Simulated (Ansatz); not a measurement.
The parent structure is YN in the rock salt structure (space group Fm-3m, No. 225; a = 4.896 Å).

The values are results of Kohn–Sham DFT with the r2SCAN functional, run in Ansatz (a first-principles code) with PAW and 500 eV plane waves, no spin-orbit coupling, not measurements.

Before the change:

```
Property    Value
--------  -------
Band gap  0.58 eV
```

Perturbation: every lattice vector is stretched by 0.55 %; the atoms relax in the strained cell.

Q: What happens to the band gap?

A: The band gap increases by 0.03 eV, from 0.58 eV to 0.61 eV.

Q: What does the calculation give for the energy relative to the base after the change?

A: The energy increases by 2.1 meV/atom.

No phonon test of stability was made.
